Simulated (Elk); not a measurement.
Input and output of a self-consistent single point for HfGa₃ (I4/mmm, 4 atoms in the cell) (Elk).

Computed with PBEsol, all-electron FP-LAPW, Elk's shipped species files, default APW+lo basis run with Elk 10.2.4.

The change in words: lattice scaled by 0.98. Reference geometry:
```
CELL_PARAMETERS angstrom
     -1.90136     1.90136     4.43784
      1.90136    -1.90136     4.43784
      1.90136     1.90136    -4.43784
ATOMIC_POSITIONS crystal
  Hf 0.00000 0.00000 0.00000
  Ga 0.50000 0.50000 0.00000
  Ga 0.75000 0.25000 0.50000
  Ga 0.25000 0.75000 0.50000
```

Reference input (self-consistent single point, DFT, PBEsol, all-electron FP-LAPW, Elk's shipped species files, default APW+lo basis): xctype = 22; stype = 0; swidth = 0.00734986 Ha; ngridk = 8 8 8; rmtscf = 0.92; maxscl = 100. This run's input differs from it in these lines:

```diff
@@ -19,5 +19,5 @@
 avec
-   -3.5930534438    3.5930534438    8.3862965157
-    3.5930534438   -3.5930534438    8.3862965157
-    3.5930534438    3.5930534438   -8.3862965157
+   -3.5211928284    3.5211928284    8.2185700941
+    3.5211928284   -3.5211928284    8.2185700941
+    3.5211928284    3.5211928284   -8.2185700941
```

Output (repeated stretches shortened):

```
│ Self-consistent loop started │
│ Loop number : 1 │
 total energy                :     -20917.6884830
│ Loop number : 2 │
 total energy                :     -20918.1145439
RMS change in Kohn-Sham potential (target) :   0.1366159143     (  0.1000000000E-05)
Absolute change in total energy (target)   :   0.4260609347     (  0.1000000000E-03)
│ Loop number : 3 │
 total energy                :     -20918.2698153
RMS change in Kohn-Sham potential (target) :   0.1340618897     (  0.1000000000E-05)
Absolute change in total energy (target)   :   0.2617866332     (  0.1000000000E-03)
│ Loop number : 4 │
   [... lines left out ...]
Absolute change in total energy (target)   :   0.7874283619E-04 (  0.1000000000E-03)
│ Loop number : 14 │
 total energy                :     -20921.4679957
RMS change in Kohn-Sham potential (target) :   0.5625935223E-06 (  0.1000000000E-05)
Absolute change in total energy (target)   :   0.1263759477E-03 (  0.1000000000E-03)
│ Loop number : 15 │
 total energy                :     -20921.4680593
RMS change in Kohn-Sham potential (target) :   0.4451723286E-07 (  0.1000000000E-05)
Absolute change in total energy (target)   :   0.9523384142E-04 (  0.1000000000E-03)
Convergence targets achieved

│ Loop number : 16 │

Energies :
 Fermi                       :     0.362154634960
 total energy                :     -20921.4680618

Density of states at Fermi energy :    28.17761755
 (states/Hartree/unit cell)

Estimated indirect band gap :   0.1298532418E-02
 from k-point      3 to k-point      6
Estimated direct band gap   :   0.1448017418E-01
 at k-point     40

Charges :
 core                        :    100.0000000
 valence                     :    65.00000000
 interstitial                :    6.670950301
 muffin-tins (core leakage)
  species :    1 (Hf)
   atom    1                 :    70.12764497     (  0.1896804640E-05)
  species :    2 (Ga)
   atom    1                 :    29.45492351     (  0.2119628694E-02)
   atom    2                 :    29.37324061     (  0.2095447453E-02)
   atom    3                 :    29.37324061     (  0.2095447453E-02)
 total in muffin-tins        :    158.3290497
 total calculated charge     :    164.9776586
 total charge                :    165.0000000
 error                       :   0.2234136184E-01

│ Self-consistent loop stopped │
```

The run converged in 16 iterations. The count includes the last loop, which Elk runs after its targets are met. Against the reference run the total energy rises by 46.1 meV/atom.

The starting cell comes from a database of computed structures (which also holds hypothetical and non-ambient phases and stackings), without a prior relaxation at this level. Its lattice was rescaled by a random factor within 2.5 % of one. For this run, on top of that: lattice scaled by 0.98. Spin-orbit coupling is off. Values depend on the basis (sphere radii, cutoffs, local orbitals), which need not be converged. The log's line on a gap gives a spacing of levels on this mesh, which the program prints for metals too.

Cost on one core of a shared machine: roughly 70 s.
